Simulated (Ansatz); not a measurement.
For Bi2SO2 (model structure, started from the La2SO2 type, P-3m1, No. 164, 5 atoms in the cell), PBEsol (Ansatz, a program for electronic structure, plane waves, PAW) gives:

- lattice parameter a = 3.941 Å
- c axis length = 6.761 Å
- bulk modulus = 106 GPa
- cohesive energy = 4.20 eV/atom
- band gap = 1.62 eV

### Question
What does r²SCAN (plane waves, PAW; Ansatz) give for the same quantities?

### Answer

- lattice constant a: 3.963 Å (grows by 0.6 %)
- lattice parameter c: 6.796 Å (increases by 0.5 %)
- bulk modulus: 106 GPa (hardly moves)
- cohesive energy: 3.64 eV/atom (decreases by 0.56 eV/atom)
- band gap: 1.95 eV (goes up by 0.33 eV)

Changes are worked out from the printed values.

Unless a cell is named, each level is at its own relaxed cell (PBEsol 18.19, r²SCAN 18.48 Å³/atom).

Levels without +SOC leave out spin–orbit coupling, which shifts energies and cells of such heavy elements.

Spin–orbit coupling is included only where a level's name says +SOC; with heavier elements it mostly lowers gaps and can invert bands. Density-functional gaps are differences of (generalised) Kohn–Sham levels.

Caveats: the bulk modulus is −V dP/dV from two relaxed cells at ±2 % in volume (PBEsol, r²SCAN). Ansatz's density-functional and Hartree–Fock values are scalar-relativistic unless marked +SOC, with PAW data made under PBE.

A model structure was made by putting elements into a prototype or built by hand; it is no filed structure, need not be a known phase, and can be a saddle point held by its symmetry.
